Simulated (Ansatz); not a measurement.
Here is the system:

```yaml
crystal:
  lattice:
    - [0.02050, 2.38356, 2.38356]
    - [2.38356, 0.02050, 2.38356]
    - [2.40405, 2.40405, 0.00000]
  atoms:
    - { symbol: Ca, position: [0.00000, 0.00000, 0.00000] }
    - { symbol: O, position: [0.50000, 0.50000, 0.50000] }
```

No spin polarisation.

The values are results of PBEsol (Ansatz, an electronic-structure program; PAW; 420 eV plane waves; without spin-orbit coupling), not measurements. Settings: 12×12×12 k-points, 0.05 eV Fermi–Dirac smearing.

Question: Predict the electron mass and gap character.

Answer: Electron mass: 1.4 mₑ along k, 0.42 mₑ across (at X)
Gap character: indirect, Γ → X

The cells carry an imposed strain or load. Masses are band curvatures over ±0.01 Å⁻¹ around the edge. Along k means along the line from Γ to the band edge. Whether these cells are dynamically stable was not tested. The cell was made from CaO in the rock salt structure (space group Fm-3m, No. 225) by this change: tensor shear ε_xy = +0.86 %.
